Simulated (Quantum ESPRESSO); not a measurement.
Worked example: self-consistent single point of TiAl (P4mm, 2 atoms in the cell) in Quantum ESPRESSO.

Method: PBEsol, GBRV 1.5 ultrasoft (PBESOL) pseudopotentials (plane waves; Quantum ESPRESSO).

```
TiAl
1.0
    3.16316     0.00000     0.00000
    0.00000     3.16316     0.00000
    0.00000     0.00000     3.16316
Ti Al
1 1
Direct
  0.00000   0.00000   0.01581
  0.50000   0.50000   0.50000
```

Reference input (self-consistent single point, DFT, PBEsol, plane waves, GBRV 1.5 ultrasoft (PBESOL) pseudopotentials): ecutwfc = 50 Ry; ecutrho = 400 Ry; occupations = smearing; smearing = gauss; degauss = 0.0073499 Ry; potentials = {Ti: ti_pbesol_v1.4.uspp.F.UPF, Al: al_pbesol_v1.uspp.F.UPF}; K_POINTS = automatic 7 7 7 0 0 0; conv_thr = 1e-10 Ry. This run's input differs from it in these lines:

```diff
@@ -29,3 +29,3 @@
 K_POINTS automatic
-7 7 7  0 0 0
+10 10 10  1 1 1
 CELL_PARAMETERS alat
```

Output, abridged:

```
     Self-consistent Calculation

     iteration #  1     ecut=    50.00 Ry     beta= 0.70

     negative rho (up, down):  1.130E-03 0.000E+00

     total energy              =    -125.58534426 Ry
     estimated scf accuracy    <       0.52264426 Ry

     iteration #  2     ecut=    50.00 Ry     beta= 0.70

     negative rho (up, down):  6.916E-04 0.000E+00

     total energy              =    -125.49659434 Ry
     estimated scf accuracy    <       1.64516208 Ry

     iteration #  3     ecut=    50.00 Ry     beta= 0.70

     negative rho (up, down):  6.507E-04 0.000E+00

     total energy              =    -125.84395469 Ry
     estimated scf accuracy    <       0.02461229 Ry

   [... 6 blocks of this kind left out ...]

     iteration # 10     ecut=    50.00 Ry     beta= 0.70

     negative rho (up, down):  6.599E-04 0.000E+00

     total energy              =    -125.84903066 Ry
     estimated scf accuracy    <          4.0E-10 Ry

     iteration # 11     ecut=    50.00 Ry     beta= 0.70

     negative rho (up, down):  6.599E-04 0.000E+00
     End of self-consistent calculation

     the Fermi energy is    11.5512 ev

!    total energy              =    -125.84903066 Ry
     estimated scf accuracy    <          1.6E-11 Ry
     smearing contrib. (-TS)   =      -0.00111323 Ry
     internal energy E=F+TS    =    -125.84791743 Ry

     convergence has been achieved in  11 iterations

     negative rho (up, down):  6.599E-04 0.000E+00

     Forces acting on atoms (cartesian axes, Ry/au):

     atom    1 type  1   force =     0.00000000    0.00000000   -0.01260789
     atom    2 type  2   force =     0.00000000    0.00000000    0.01260789

     Total force =     0.017830     Total SCF correction =     0.000000

     negative rho (up, down):  6.599E-04 0.000E+00
          total   stress  (Ry/bohr**3)                   (kbar)     P=       -7.41
  -0.00004738   0.00000000   0.00000000           -6.97        0.00        0.00
   0.00000000  -0.00004738   0.00000000            0.00       -6.97        0.00
   0.00000000   0.00000000  -0.00005628            0.00        0.00       -8.28

   JOB DONE.
```

The run converged in 11 iterations. Against the reference run the free energy rises by 6.8 meV/atom, the pressure goes from -0.92 to -0.74 GPa and the largest force hardly changes (0.325 to 0.324 eV/Å).

The starting cell comes from a database of computed structures (which also holds hypothetical and non-ambient phases and stackings), without a prior relaxation at this level. Its lattice was rescaled by up to half a per cent. One atom was moved a little off its site on purpose. Spin polarisation is off.

Cost on one core of a shared machine: roughly 30 s.
